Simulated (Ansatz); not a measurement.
Partial pair distribution functions of a relaxed model of amorphous In44W2O72, broadened by 0.06 Å; density 6.74 g/cm³. Computed with PBE, scalar-relativistic without spin-orbit coupling (plane waves to 420 eV, PAW; Ansatz, an electronic-structure program).

Preparation: random packing, a CHGNet melt and quench, and a DFT relaxation. O atoms were pushed apart under 1.9 Å during the dynamics, to hinder bonds among them. The hot cell started wider than the set density and was brought back towards it in steps. It is the lowest in DFT energy of 4 quenches. It is a model cell: composition and starting density were chosen by hand, and all elements were melted together. No dispersion term was used. Its density started from a set value of 6.79 and ended at 6.74 g/cm³. The quench (nominally 84 K/ps over its main leg) was far faster than any real one, so the model tends to hold more defects than a real film. A cell of this size samples the disorder only roughly. Volume and shape were free in the relaxation.

```json
[
 {"r (Å)": "1.55", "g In-O": "0.00", "g W-O": "0.01", "g In-In": "0.00", "g O-O": "0.00"},
 {"r (Å)": "1.65", "g In-O": "0.00", "g W-O": "0.72", "g In-In": "0.00", "g O-O": "0.00"},
 {"r (Å)": "1.75", "g In-O": "0.00", "g W-O": "4.46", "g In-In": "0.00", "g O-O": "0.00"},
 {"r (Å)": "1.85", "g In-O": "0.00", "g W-O": "8.84", "g In-In": "0.00", "g O-O": "0.00"},
 {"r (Å)": "1.95", "g In-O": "0.31", "g W-O": "7.10", "g In-In": "0.00", "g O-O": "0.00"},
 {"r (Å)": "2.05", "g In-O": "3.58", "g W-O": "2.27", "g In-In": "0.00", "g O-O": "0.00"},
 {"r (Å)": "2.15", "g In-O": "7.57", "g W-O": "2.23", "g In-In": "0.00", "g O-O": "0.00"},
 {"r (Å)": "2.25", "g In-O": "5.06", "g W-O": "2.25", "g In-In": "0.00", "g O-O": "0.00"},
 {"r (Å)": "2.35", "g In-O": "2.48", "g W-O": "0.56", "g In-In": "0.00", "g O-O": "0.00"},
 {"r (Å)": "2.45", "g In-O": "0.93", "g W-O": "0.01", "g In-In": "0.00", "g O-O": "0.11"},
 {"r (Å)": "2.55", "g In-O": "0.25", "g W-O": "0.00", "g In-In": "0.00", "g O-O": "0.37"},
 {"r (Å)": "2.65", "g In-O": "0.18", "g W-O": "0.00", "g In-In": "0.00", "g O-O": "1.00"},
 {"r (Å)": "2.75", "g In-O": "0.09", "g W-O": "0.00", "g In-In": "0.00", "g O-O": "1.86"},
 {"r (Å)": "2.85", "g In-O": "0.13", "g W-O": "0.00", "g In-In": "0.01", "g O-O": "2.65"},
 {"r (Å)": "2.95", "g In-O": "0.18", "g W-O": "0.00", "g In-In": "0.15", "g O-O": "2.54"},
 {"r (Å)": "3.05", "g In-O": "0.27", "g W-O": "0.00", "g In-In": "0.48", "g O-O": "2.03"},
 {"r (Å)": "3.15", "g In-O": "0.33", "g W-O": "0.00", "g In-In": "0.95", "g O-O": "2.19"},
 {"r (Å)": "3.25", "g In-O": "0.35", "g W-O": "0.16", "g In-In": "2.07", "g O-O": "2.01"},
 {"r (Å)": "3.35", "g In-O": "0.48", "g W-O": "0.53", "g In-In": "2.71", "g O-O": "1.53"},
 {"r (Å)": "3.45", "g In-O": "0.60", "g W-O": "0.25", "g In-In": "2.78", "g O-O": "1.38"},
 {"r (Å)": "3.55", "g In-O": "0.68", "g W-O": "0.48", "g In-In": "2.65", "g O-O": "1.12"},
 {"r (Å)": "3.65", "g In-O": "0.85", "g W-O": "0.48", "g In-In": "2.95", "g O-O": "0.91"},
 {"r (Å)": "3.75", "g In-O": "0.90", "g W-O": "1.45", "g In-In": "2.69", "g O-O": "0.91"},
 {"r (Å)": "3.85", "g In-O": "0.84", "g W-O": "2.53", "g In-In": "2.18", "g O-O": "0.62"},
 {"r (Å)": "3.95", "g In-O": "0.85", "g W-O": "2.02", "g In-In": "1.47", "g O-O": "0.45"},
 {"r (Å)": "4.05", "g In-O": "0.84", "g W-O": "1.68", "g In-In": "1.34", "g O-O": "0.58"},
 {"r (Å)": "4.15", "g In-O": "1.12", "g W-O": "1.97", "g In-In": "0.93", "g O-O": "0.84"},
 {"r (Å)": "4.25", "g In-O": "1.22", "g W-O": "1.22", "g In-In": "0.63", "g O-O": "0.84"},
 {"r (Å)": "4.35", "g In-O": "1.25", "g W-O": "0.78", "g In-In": "0.38", "g O-O": "0.79"},
 {"r (Å)": "4.45", "g In-O": "1.35", "g W-O": "0.87", "g In-In": "0.34", "g O-O": "0.77"},
 {"r (Å)": "4.55", "g In-O": "1.32", "g W-O": "1.51", "g In-In": "0.29", "g O-O": "0.66"},
 {"r (Å)": "4.65", "g In-O": "1.20", "g W-O": "1.63", "g In-In": "0.26", "g O-O": "0.51"},
 {"r (Å)": "4.75", "g In-O": "1.23", "g W-O": "1.35", "g In-In": "0.33", "g O-O": "0.51"},
 {"r (Å)": "4.85", "g In-O": "1.36", "g W-O": "1.11", "g In-In": "0.48", "g O-O": "0.69"},
 {"r (Å)": "4.95", "g In-O": "1.43", "g W-O": "1.01", "g In-In": "0.44", "g O-O": "0.74"},
 {"r (Å)": "5.05", "g In-O": "1.30", "g W-O": "0.43", "g In-In": "0.59", "g O-O": "0.88"},
 {"r (Å)": "5.15", "g In-O": "1.21", "g W-O": "0.45", "g In-In": "0.69", "g O-O": "0.88"},
 {"r (Å)": "5.25", "g In-O": "1.17", "g W-O": "0.26", "g In-In": "0.41", "g O-O": "1.09"},
 {"r (Å)": "5.35", "g In-O": "1.07", "g W-O": "0.69", "g In-In": "0.49", "g O-O": "1.32"},
 {"r (Å)": "5.45", "g In-O": "1.03", "g W-O": "1.14", "g In-In": "0.92", "g O-O": "1.41"},
 {"r (Å)": "5.55", "g In-O": "0.95", "g W-O": "0.99", "g In-In": "0.94", "g O-O": "1.32"},
 {"r (Å)": "5.65", "g In-O": "0.93", "g W-O": "1.38", "g In-In": "1.02", "g O-O": "1.31"},
 {"r (Å)": "5.75", "g In-O": "0.83", "g W-O": "0.98", "g In-In": "1.11", "g O-O": "1.38"}
]
```

Within 2.74 Å each In has 5.57 O neighbours on average.
